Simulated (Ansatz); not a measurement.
**Al2O3: response to strain**

Base system: Al₂O₃ in the corundum structure (space group R-3c, No. 167; a = 4.7577 Å, c = 12.9923 Å (hexagonal axes)). Axes: x lies along a and z along c of the hexagonal cell.

Strains are applied to the cell and any free atomic positions relax; under biaxial strain the out-of-plane vector relaxes too; under stress the whole cell relaxes.

The values are results of r2SCAN in Ansatz (plane waves to 500 eV, PAW, no SOC), earlier PAW set, not measurements.

Notes on the quantities. energy relative to the base: free energy F.

```json
[
 {"variant": "base", "band gap": "7.15 eV", "width of the top valence band": "0.65 eV", "energy relative to the base": "0 meV/atom", "volume per atom": "8.49 Å³"},
 {"variant": "biaxial strain −2.52 %, plane normal [001], relaxed out of plane", "band gap": "7.64 eV", "width of the top valence band": "0.71 eV", "energy relative to the base": "+21 meV/atom", "volume per atom": "8.17 Å³"},
 {"variant": "biaxial strain −1.91 %, plane normal [001], relaxed out of plane", "band gap": "7.54 eV", "width of the top valence band": "0.69 eV", "energy relative to the base": "+12 meV/atom", "volume per atom": "8.24 Å³"},
 {"variant": "biaxial strain +2.20 %, plane normal [001], relaxed out of plane", "band gap": "6.45 eV", "width of the top valence band": "0.82 eV", "energy relative to the base": "+15 meV/atom", "volume per atom": "8.78 Å³"},
 {"variant": "uniaxial stress, 2 GPa compression along z", "band gap": "7.14 eV", "width of the top valence band": "0.68 eV", "energy relative to the base": "+0.2 meV/atom", "volume per atom": "8.47 Å³"},
 {"variant": "uniaxial stress, 8 GPa tension along z", "band gap": "7.00 eV", "width of the top valence band": "0.64 eV", "energy relative to the base": "+3.7 meV/atom", "volume per atom": "8.59 Å³"},
 {"variant": "tensor shear ε_yz = −2.89 %", "band gap": "[?]", "width of the top valence band": "–", "energy relative to the base": "[?]", "volume per atom": "8.48 Å³"}
]
```

Q: What belongs in the blanks?

A: 
- tensor shear ε_yz = −2.89 %, band gap: 7.08 eV
- tensor shear ε_yz = −2.89 %, energy relative to the base: +13 meV/atom

Stability under load was not tested beyond the relaxation.

Ansatz is an electronic-structure program.
